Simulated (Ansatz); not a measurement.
Consider N-vacancy pair (N on one host C site, one C site vacant) in 3C silicon carbide, charge state -1. Level of theory: PBE, PAW (plane waves to 420 eV; Ansatz, a first-principles code).

Cell of 64 host sites held at the relaxed PBE lattice; a 2×2×2 k-point mesh shifted by half a step; Fermi-Dirac width 0.01 eV, spin-restricted; finite-size errors left in. Energies are static. The charge state is imposed; whether it is stable for some Fermi level was not computed. Forms of the defect that were not tried may lie lower.

Barriers: single points on a 3×3×3 k-point mesh shifted by half a step at the bands' geometries.

The step: the N atom itself jumps into the vacancy (N-vacancy distance between ideal sites 3.10 Å throughout) (strongly reconstructed ends). Atoms about the jump, Cartesian Å from the middle of the jump, before and after:

| atom | x0 | y0 | z0 | x1 | y1 | z1 |
|---|---|---|---|---|---|---|
| N1 | 0.00 | -1.22 | 1.22 | 0.00 | 1.22 | -1.22 |
| Si2 | -0.92 | 0.54 | -0.54 | -0.92 | -0.54 | 0.54 |
| Si3 | 0.96 | -2.19 | 0.04 | 0.85 | -2.14 | -0.10 |
| Si4 | 0.85 | -0.10 | -2.14 | 0.96 | 0.04 | -2.19 |
| C5 | 2.06 | -1.12 | -1.07 | 2.06 | -1.07 | -1.12 |
| Si6 | 0.96 | -0.04 | 2.19 | 0.85 | 0.10 | 2.14 |
| Si7 | 0.85 | 2.14 | 0.10 | 0.96 | 2.19 | -0.04 |
| C8 | -2.26 | -1.01 | -1.15 | -2.26 | -1.15 | -1.01 |
| C9 | 2.06 | 1.07 | 1.12 | 2.06 | 1.12 | 1.07 |
| Si10 | -1.25 | -2.17 | -2.21 | -1.25 | -2.21 | -2.17 |
| C11 | -0.15 | -3.26 | -1.08 | -0.15 | -3.35 | -1.14 |
| C12 | -0.15 | -1.14 | -3.35 | -0.15 | -1.08 | -3.26 |
| Si13 | 3.15 | 0.01 | -0.01 | 3.15 | -0.01 | 0.01 |
| C14 | -2.26 | 1.15 | 1.01 | -2.26 | 1.01 | 1.15 |
| Si15 | -1.19 | -2.18 | 2.18 | -1.37 | -2.17 | 2.17 |
| Si16 | -1.37 | 2.17 | -2.17 | -1.19 | 2.18 | -2.18 |

Q: Where do these atoms stand at the saddle point, and how high is it?

A: 
| atom | x | y | z |
|---|---|---|---|
| N1 | 0.12 | -0.38 | -0.38 |
| Si2 | -1.50 | -0.06 | -0.06 |
| Si3 | 0.96 | -2.01 | -0.08 |
| Si4 | 0.96 | -0.08 | -2.01 |
| C5 | 2.25 | -1.16 | -1.16 |
| Si6 | 0.98 | -0.05 | 2.19 |
| Si7 | 0.98 | 2.19 | -0.05 |
| C8 | -2.48 | -1.16 | -1.16 |
| C9 | 2.05 | 1.09 | 1.09 |
| Si10 | -1.26 | -2.18 | -2.18 |
| C11 | -0.14 | -3.25 | -1.08 |
| C12 | -0.14 | -1.08 | -3.25 |
| Si13 | 3.17 | -0.01 | -0.01 |
| C14 | -2.37 | 1.12 | 1.12 |
| Si15 | -1.21 | -2.08 | 2.14 |
| Si16 | -1.21 | 2.14 | -2.08 |
It lies 3.13 eV above the start and 3.13 eV above the end. The saddle point's order was not checked, and it lies on a symmetry element of the cell, where a band can be held. Symmetry-equivalent saddle points exist between the same ends.
